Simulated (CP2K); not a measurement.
A user runs CP2K on TeMoWSe₃ (P3m1, 12 atoms in the cell) and asks whether the run is sound. The aim is a self-consistent single point with DFT PBEsol, GPW, DZVP-MOLOPT-SR-GTH basis, GTH-PBE potentials (GTH_POTENTIALS).

Cell that was meant: a = 3.3830 Å, b = 3.3830 Å, c = 38.4739 Å, α = 90.00°, β = 90.00°, γ = 120.00°.

Part of the input:

```
  &END DFT
  &SUBSYS
    &CELL
      A [bohr] 3.38301039 0.00000000 0.00000000
      B [bohr] -1.69150519 2.92977280 0.00000000
      C [bohr] 0.00000000 0.00000000 38.47392061
      PERIODIC XYZ
    &END CELL
    &COORD
```

Log, with long lists cut:

```
 GLOBAL| Method name                                                        CP2K
   [... lines left out ...]
                          104               104.000                        1.000

 Number of electrons:                                                        104
 Number of occupied orbitals:                                                 52
 Number of molecular orbitals:                                                69

 Number of orbital functions:                                                208
 Number of independent orbital functions:                                    208
 SCF WAVEFUNCTION OPTIMIZATION

  Step     Update method      Time    Convergence         Total energy    Change
     1 NoMix/Diag. 0.30E+00      -    25.64849605      -366.7704586037 -3.67E+02
     2 Broy./Diag. 0.30E+00      -     3.41397109      -268.0047958620  9.88E+01
     3 Broy./Diag. 0.30E+00      -    12.40515294      -275.4839038447 -7.48E+00
     4 Broy./Diag. 0.30E+00      -     7.81974966      -286.1561389963 -1.07E+01
     5 Broy./Diag. 0.30E+00      -     1.03384992      -291.6423330564 -5.49E+00
     6 Broy./Diag. 0.30E+00      -     1.08314249      -290.1686347827  1.47E+00
   [... 20 lines left out ...]
    27 Broy./Diag. 0.30E+00      -     0.00000408      -290.1808179257  1.38E-05
    28 Broy./Diag. 0.30E+00      -     0.00000448      -290.1808159780  1.95E-06
    29 Broy./Diag. 0.30E+00      -     0.00000355      -290.1808166321 -6.54E-07
    30 Broy./Diag. 0.30E+00      -     0.00000050      -290.1808169092 -2.77E-07
  *** SCF run converged in    30 steps ***

  Overlap energy of the core charge distribution:               0.27062273133661
  Self energy of the core charge distribution:               -616.74402265954075
  Core Hamiltonian energy:                                    259.00782539266714
  Hartree energy:                                             135.42578408631829
  Exchange-correlation energy:                                -68.13765034370216
  Electronic entropic energy:                                  -0.00337611642641
  Fermi energy:                                                 1.76766106761863

  Total energy:                                              -290.18081690917870
  Total energy (extrapolated to T->0):                       -290.17912885096553

   [... lines left out ...]
 STRESS|                        x                   y                   z
 STRESS|      x        7.55713406448E+07   1.22709330679E+02   7.66801979680E-01
 STRESS|      y        1.22709330679E+02   7.55716103938E+07   1.40687222996E+02
 STRESS|      z        7.66801979680E-01   1.40687222996E+02   7.49142442838E+07
 STRESS| 1/3 Trace                                             7.53523984408E+07
```

Problem. Is this run sound? If not, what is wrong?

Solution. The run is not sound. The fault is this: cell typed in Angstrom and read as bohr. Bohr and ångström differ by a factor of 1.89; the cell that the program reads is then far too large or far too small. To fix it, give the lengths in the unit that the key or card expects. The run converged in 30 iterations without an error; against the sound input the free energy rises by 126 eV/atom, the pressure goes from -1.51 to 7535 GPa, the largest force goes from 0.235 to 415.6 eV/Å and no clean gap remains on the mesh (levels overlap or are partly filled), against 0.81 eV before.

An input that runs soundly differs in these lines (not the only fix; some lines may just follow from the change or write a value another way):
```diff
-      A [bohr] 3.38301039 0.00000000 0.00000000
-      B [bohr] -1.69150519 2.92977280 0.00000000
-      C [bohr] 0.00000000 0.00000000 38.47392061
+      A 3.38301000 0.00000000 0.00000000
+      B -1.69150500 2.92977300 0.00000000
+      C 0.00000000 0.00000000 38.47392000
```

With that input, the run converged in 32 iterations: free energy E − TS -9403.6611 eV; top of the valence band (on the code's own zero) 3.96 eV; gap on the k-point mesh 0.81 eV; pressure -1.51 GPa; largest force (vector length) 0.235 eV/Å (DFT PBEsol, GPW, DZVP-MOLOPT-SR-GTH basis, GTH-PBE potentials (GTH_POTENTIALS)).

On the sound input: the starting cell comes from a database of computed structures (which also holds hypothetical and non-ambient phases and stackings), without a prior relaxation at this level. Spin-orbit coupling is off. Values carry the incompleteness of an atom-centred basis. The potentials were made for another functional than the one used.
